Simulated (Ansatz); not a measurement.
Results of r²SCAN (plane waves, PAW; Ansatz, a first-principles code) for ZnSe (model structure, started from the BeO type, P4₂/mnm, No. 136, 8 atoms in the cell).

Numerical settings: plane-wave cutoff 560 eV, 6×6×8 k mesh (along the axes of the cell as run), Fermi–Dirac smearing 0.01 eV, scalar-relativistic PAW data made under PBE.

Cell (relaxed with PBEsol):

```yaml
crystal:
  lattice:
    - [6.86017, 0.00000, 0.00000]
    - [0.00000, 6.86017, 0.00000]
    - [0.00000, 0.00000, 4.00145]
  atoms:
    - { symbol: Zn, position: [0.32592, 0.67408, 0.00000] }
    - { symbol: Zn, position: [0.67408, 0.32592, 0.00000] }
    - { symbol: Zn, position: [0.82592, 0.82592, 0.50000] }
    - { symbol: Zn, position: [0.17408, 0.17408, 0.50000] }
    - { symbol: Se, position: [0.31384, 0.31384, 0.00000] }
    - { symbol: Se, position: [0.68616, 0.68616, 0.00000] }
    - { symbol: Se, position: [0.18616, 0.81384, 0.50000] }
    - { symbol: Se, position: [0.81384, 0.18616, 0.50000] }
```

Problem. Estimate the band gap that the calculation returns.

Solution. 
band gap: 2.09 eV (direct)

Note: the relaxation could raise the start's symmetry but not lower it, so the cell can be a saddle point; cell and atoms aren't relaxed at this level (pressure 1.0 GPa).

Spin–orbit coupling is not included.

The computed numbers hold no vibrational or temperature effects.

A model structure was made by putting elements into a prototype or built by hand; it is no filed structure, need not be a known phase, and can be a saddle point held by its symmetry.
